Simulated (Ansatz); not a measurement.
## BiAu2: pressure series

The reference is BiAu$_{2}$ in the cubic Laves (MgCu2 type) structure (space group Fd-3m, No. 227; a = 7.9447 Å).

Cell and atoms are relaxed at each pressure.

All numbers come from plane-wave PAW DFT at the PBEsol level (Ansatz, an electronic-structure program, 420 eV), spin-orbit coupling left out.

Notes on the quantities. enthalpy: H = E + PV relative to the base's energy.

```json
[
 {"case": "base", "lattice parameter a": "15.013 bohr", "enthalpy": "–"},
 {"case": "pressure −2 GPa", "lattice parameter a": "15.099 bohr", "enthalpy": "-0.26 eV/atom"},
 {"case": "pressure −1 GPa", "lattice parameter a": "15.055 bohr", "enthalpy": "-0.13 eV/atom"},
 {"case": "pressure 0.3 GPa", "lattice parameter a": "15.001 bohr", "enthalpy": "+0.04 eV/atom"},
 {"case": "pressure 0.7 GPa", "lattice parameter a": "___", "enthalpy": "+0.09 eV/atom"},
 {"case": "pressure 1.5 GPa", "lattice parameter a": "___", "enthalpy": "+0.19 eV/atom"},
 {"case": "pressure 3 GPa", "lattice parameter a": "___", "enthalpy": "+0.39 eV/atom"},
 {"case": "pressure 5 GPa", "lattice parameter a": "14.829 bohr", "enthalpy": "+0.64 eV/atom"},
 {"case": "pressure 7.5 GPa", "lattice parameter a": "14.750 bohr", "enthalpy": "+0.95 eV/atom"},
 {"case": "pressure 10 GPa", "lattice parameter a": "___", "enthalpy": "+1.26 eV/atom"}
]
```

Problem. Fill in the withheld entries from the trend.

Solution. 
- pressure 0.7 GPa, lattice parameter a: 14.985 bohr
- pressure 1.5 GPa, lattice parameter a: 14.955 bohr
- pressure 3 GPa, lattice parameter a: 14.899 bohr
- pressure 10 GPa, lattice parameter a: 14.676 bohr

Load acts through the strain it causes; cell and atoms are relaxed under it. Stability against distortions was not tested. No other phases were tried under pressure.
